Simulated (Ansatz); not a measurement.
Band structure of HfB₂ (P6/mmm, 3 atoms in the cell).

```
HfB2
1.0
    1.59528    -2.76310     0.00000
    1.59528     2.76310     0.00000
    0.00000     0.00000     3.53603
Hf B
1 2
Direct
  0.00000   0.00000   0.00000
  0.33333   0.66667   0.50000
  0.66667   0.33333   0.50000
```

Method of the run: PBE (plane waves, PAW; Ansatz, a quantum-chemistry and plane-wave program).

Settings: kpoints.mp_grid.grid = 10 10 8; hamiltonian.xc = pbe; hamiltonian.pseudopotentials = {kind: paw} (the program's default PAW files); scf.occupations.method = gaussian; scf.occupations.width = 0.1 eV; kpoints.band_path.npoints = 8.

The starting cell has typed, rounded lattice constants, without a prior relaxation at this level. Its lattice was rescaled by a random factor within 2.5 % of one. Spin-orbit coupling is off.

Levels in eV from the Fermi level, bands 13 to 19:
```json
[
 {"point": "Γ", "13": "-2.80", "14": "-2.72", "15": "-2.72", "16": "-2.66", "17": "3.87", "18": "3.87", "19": "4.48"},
 {"point": "M", "13": "-8.86", "14": "-3.87", "15": "-3.24", "16": "-2.64", "17": "2.14", "18": "2.66", "19": "5.28"},
 {"point": "K", "13": "-8.10", "14": "-7.41", "15": "-2.38", "16": "-2.38", "17": "1.74", "18": "1.74", "19": "3.37"},
 {"point": "A", "13": "-8.08", "14": "-1.05", "15": "-1.05", "16": "0.39", "17": "0.39", "18": "1.03", "19": "1.03"},
 {"point": "L", "13": "-7.30", "14": "-4.71", "15": "-4.46", "16": "-2.66", "17": "3.86", "18": "3.98", "19": "5.95"},
 {"point": "H", "13": "-8.81", "14": "-5.32", "15": "-3.05", "16": "-3.05", "17": "4.21", "18": "5.16", "19": "6.53"}
]
```

Bands cross the Fermi level along this path, so the cell is metallic at this level.

Keys are those of Ansatz 0.2.
